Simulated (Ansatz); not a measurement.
BeAlNO (model structure, started from the AlSiCN type, P3m1, No. 156, 4 atoms in the cell), treated with G0W0@PBEsol in Ansatz (hard PAW, contour deformation, complete-basis limit).

Run with largest k mesh 9×9×4 (not extrapolated in the mesh).

Cell (relaxed with PBEsol):

```
AlBeNO
1.0
    2.98372     0.00000     0.00000
   -1.49186     2.58398     0.00000
    0.00000     0.00000     4.65180
Al Be O N
1 1 1 1
Direct
  0.33333   0.66667   0.51119
  0.66667   0.33333   0.99170
  0.33333   0.66667   0.11305
  0.66667   0.33333   0.63405
```

Q: Predict the band gap.

A: 
- band gap = 6.67 eV (direct)

Note: the relaxation could raise the start's symmetry but not lower it, so the cell can be a saddle point; the gap holds a correction of +0.35 eV to the complete basis.

The computed numbers hold no vibrational or temperature effects.

A model structure was made by putting elements into a prototype or built by hand; it is no filed structure, need not be a known phase, and can be a saddle point held by its symmetry.

Ansatz is a program for electronic structure.
